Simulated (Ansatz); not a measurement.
Base system: WO3 (space group P4/nmm, No. 129; a = 5.315 Å, c = 3.933 Å). Axes: x, y, z lie along a, b, c of the conventional cell.

The values are results of Ansatz (a quantum-chemistry and plane-wave program) PBEsol, no spin-orbit coupling, not measurements.

Base values:

```
Item       Result
--------  -------
Band gap  0.57 eV
```

Now apply this change: uniaxial stress, 1 GPa tension along x; all other stress components relax to zero.

Question: What does the calculation give for the strain response, band gap and energy relative to the base after the change?

Answer: The strain response (xx, yy, zz) amounts to (+0.45, −0.23, −0.11) %; the band gap is still 0.57 eV; the energy hardly moves.

Spin-orbit coupling, missing from the scalar runs, can matter with W. Beyond what the load breaks, stability against distortions was not tested.
